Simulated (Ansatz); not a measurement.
Effect of pressure −1 GPa on C

Take C in the diamond structure (space group Fd-3m, No. 227; a = 3.560 Å) as the base.

Perturbation: hydrostatic tension (pressure −1 GPa).

All numbers come from r2SCAN (Ansatz, a program for electronic structure), spin-orbit coupling left out, earlier PAW set. k-mesh 16×16×16 (Γ-centred); smearing 0.05 eV (Fermi–Dirac).

The volume per atom is nearly the same (5.64 Å³ against 5.65 Å³) and the density is nearly the same (3.54 g/cm³ against 3.53 g/cm³). The lattice parameter a increases by 0.003 Å (3.560 Å → 3.563 Å) and the shortest interatomic distance stays essentially unchanged (1.542 Å against 1.543 Å). The enthalpy H = E + PV relative to the base's energy amounts to -0.04 eV/atom and the band gap remains 4.36 eV. The gap character is still indirect, Γ → Γ–X (71 % along) and the width of the top valence band hardly moves (8.75 eV against 8.73 eV). The electron mass becomes 1.6 mₑ along k, 0.27 mₑ across (off the special points) (base: 1.6 mₑ along k, 0.28 mₑ across (off the special points)).

Cost of the whole job for the changed cell (relaxation, final SCF and bands): very roughly 13 core-seconds.

Load acts through the strain it causes; cell and atoms are relaxed under it. Masses are band curvatures over ±0.01 Å⁻¹ around the edge. Along k means along the line from Γ to the band edge. No phonon test of stability was made.
